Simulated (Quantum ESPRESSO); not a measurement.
Input and output of a self-consistent single point for MoW (Cmm2, 2 atoms in the cell) (Quantum ESPRESSO).

Method: PBEsol, GBRV 1.5 ultrasoft (PBESOL) pseudopotentials (plane waves; Quantum ESPRESSO 7.5).

```xyz
2
Lattice="1.5714 2.2231 0.0000 -1.5714 2.2231 0.0000 0.0000 0.0000 4.4642" Properties=species:S:1:pos:R:3 pbc="T T T"
Mo     0.0000     0.0000    -0.0500
W     -1.5714     0.0000    -2.2321
```

Reference input (self-consistent single point, DFT, PBEsol, plane waves, GBRV 1.5 ultrasoft (PBESOL) pseudopotentials): ecutwfc = 40 Ry; ecutrho = 320 Ry; occupations = smearing; smearing = fermi-dirac; degauss = 0.0073499 Ry; potentials = {Mo: mo_pbesol_v1.uspp.F.UPF, W: w_pbesol_v1.2.uspp.F.UPF}; K_POINTS = automatic 8 8 5 0 0 0; conv_thr = 1e-10 Ry. This run's input differs from it in these lines:

```diff
@@ -19,3 +19,3 @@
  smearing = 'fermi-dirac'
- degauss = 0.0073499
+ degauss = 0.036749
 /
@@ -31,3 +31,3 @@
 K_POINTS automatic
-8 8 5  0 0 0
+13 13 8  0 0 0
```

The program printed (abridged):

```
     Self-consistent Calculation

     iteration #  1     ecut=    40.00 Ry     beta= 0.70

     Threshold (ethr) on eigenvalues was too large:
     Diagonalizing with lowered threshold

     negative rho (up, down):  6.060E-02 0.000E+00

     total energy              =    -298.37791260 Ry
     estimated scf accuracy    <       0.11594909 Ry

     iteration #  2     ecut=    40.00 Ry     beta= 0.70

     negative rho (up, down):  6.142E-02 0.000E+00

     total energy              =    -298.30106818 Ry
     estimated scf accuracy    <       0.60806853 Ry

     iteration #  3     ecut=    40.00 Ry     beta= 0.70

     negative rho (up, down):  6.208E-02 0.000E+00

     total energy              =    -298.40280110 Ry
     estimated scf accuracy    <       0.16165793 Ry

   [... 13 blocks of this kind left out ...]

     iteration # 17     ecut=    40.00 Ry     beta= 0.70

     negative rho (up, down):  6.245E-02 0.000E+00

     total energy              =    -298.41953087 Ry
     estimated scf accuracy    <          1.1E-10 Ry

     iteration # 18     ecut=    40.00 Ry     beta= 0.70

     negative rho (up, down):  6.245E-02 0.000E+00
     End of self-consistent calculation

     Number of k-points >= 100: set verbosity='high' to print the bands.

     the Fermi energy is    22.0196 ev

!    total energy              =    -298.41953087 Ry
     estimated scf accuracy    <          1.2E-11 Ry
     smearing contrib. (-TS)   =      -0.09059600 Ry
     internal energy E=F+TS    =    -298.32893487 Ry

     convergence has been achieved in  18 iterations

     negative rho (up, down):  6.245E-02 0.000E+00

     Forces acting on atoms (cartesian axes, Ry/au):

     atom    1 type  1   force =     0.00000000    0.00000000    0.02499813
     atom    2 type  2   force =     0.00000000    0.00000000   -0.02499813

     Total force =     0.035353     Total SCF correction =     0.000005

     negative rho (up, down):  6.245E-02 0.000E+00
          total   stress  (Ry/bohr**3)                   (kbar)     P=       -0.89
   0.00000999   0.00000000   0.00000000            1.47        0.00        0.00
   0.00000000   0.00002126   0.00000000            0.00        3.13        0.00
   0.00000000   0.00000000  -0.00004934            0.00        0.00       -7.26

   JOB DONE.
```

The run converged in 18 iterations. Against the reference run the free energy drops by 262 meV/atom, the pressure goes from -2.93 to -0.09 GPa and the largest force goes from 0.684 to 0.643 eV/Å. The full log also holds: “c_bands:  1 eigenvalues not converged”.

The starting cell comes from a database of computed structures (which also holds hypothetical and non-ambient phases and stackings), without a prior relaxation at this level. Its lattice was rescaled by up to half a per cent. One atom was moved a little off its site on purpose. Spin-orbit coupling is off. Spin polarisation is off.

Cost on one core of a shared machine: roughly 2 min.
